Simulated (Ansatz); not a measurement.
What biaxial strain −2.89 %, plane normal [001], relaxed out of plane does to GaS

Consider GaS in the beta-GaS type structure (space group P6_3/mmc, No. 194; a = 3.5344 Å, c = 15.0412 Å; layered, stacked along the Cartesian z axis). Axes: x lies along a and z along c of the hexagonal cell.

Perturbation: compressive biaxial strain of 2.89 % in the plane normal to [001], as in epitaxy on a mismatched substrate; the out-of-plane cell vector and the atoms relax.

Calculations: PBEsol-D3(BJ) (Ansatz, a program for electronic structure), no SOC, earlier PAW set. k-mesh 11×11×3 (Γ-centred); smearing 0.05 eV (Fermi–Dirac).

```csv
quantity,base,changed,shift
space group,P6_3/mmc (No. 194),P6_3/mmc (No. 194),–
shortest interatomic distance,4.374 bohr,4.323 bohr,-0.051 bohr
"pressure (mean of the normal stresses, compression positive)",0.00 GPa,3.21 GPa,+3.21 GPa
band gap,1.29 eV,1.38 eV,+0.09 eV
gap character,"indirect, Γ → M","indirect, Γ → K",–
smallest direct gap,1.73 eV,2.44 eV,+0.71 eV
width of the top valence band,2.16 eV,2.09 eV,-0.07 eV
electron mass,–,"0.51 mₑ out of plane, 0.39 mₑ in plane (at K)",–
"valence-band top at Γ (three highest levels, from the VBM)","0.00, -1.45, -1.45 eV","0.00, -0.92, -0.92 eV",–
"valley order (the lowest conduction-band minima on the path, energy above the VBM, named in the base's zone)","M (1/2, 0, 0) 1.29 eV; K (1/3, 1/3, 0) 1.36 eV; Γ 1.73 eV","K (-1/3, -1/3, 0) 1.38 eV; M (0, 1/2, 0) 1.53 eV; Γ 2.44 eV",–
out-of-plane strain,–,+1.40 %,–
ratio −ε⊥/ε∥,–,0.48,–
```

Final structure (turned so that z lies along the plane normal):

```
CELL_PARAMETERS angstrom
      3.43227     0.00000     0.00000
      1.71613     2.97243     0.00000
      0.00000     0.00000    15.25108
ATOMIC_POSITIONS crystal
  Ga 0.33333 0.33333 0.67082
  Ga 0.66667 0.66667 0.17082
  Ga 0.66667 0.66667 0.32918
  Ga 0.33333 0.33333 0.82918
  S  0.33333 0.33333 0.09587
  S  0.66667 0.66667 0.59587
  S  0.66667 0.66667 0.90413
  S  0.33333 0.33333 0.40413
```

Masses are band curvatures over ±0.01 Å⁻¹ around the edge. No phonon test of stability was made.
